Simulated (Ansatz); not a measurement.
# Sn (model structure, started from the Si type, Cmcm, No. 63, 12 atoms in the cell): properties by level of theory

```tsv
level (code)	cohesive energy (eV/atom)	band gap (eV)
LDA (Ansatz)	3.87	0.00
PBEsol (Ansatz)	3.47	0.00
r²SCAN (Ansatz)	3.18	0.12
```

Computed values are for a static lattice. Spin–orbit coupling is included only where a level's name says +SOC; with heavier elements it mostly lowers gaps and can invert bands. A gap of zero means that the bands touch or overlap; how far they overlap is not shown.  Each level is taken at its own relaxed cell. Cutoffs differ between the levels. Ansatz's density-functional and Hartree–Fock values are scalar-relativistic unless marked +SOC, with PAW data made under PBE.

Ansatz's density-functional and Hartree–Fock values are scalar-relativistic unless marked +SOC, with PAW data made under PBE.

Unless a cell is named, each level is at its own relaxed cell (LDA 36.47, PBEsol 37.64, r²SCAN 38.14 Å³/atom).

Free atoms are spin-polarised, in the lowest state found; at levels without +SOC their spin–orbit coupling is left out.

The computed numbers hold no vibrational or temperature effects.

A model structure was made by putting elements into a prototype or built by hand; it is no filed structure, need not be a known phase, and can be a saddle point held by its symmetry.

Ansatz is a program for electronic structure.
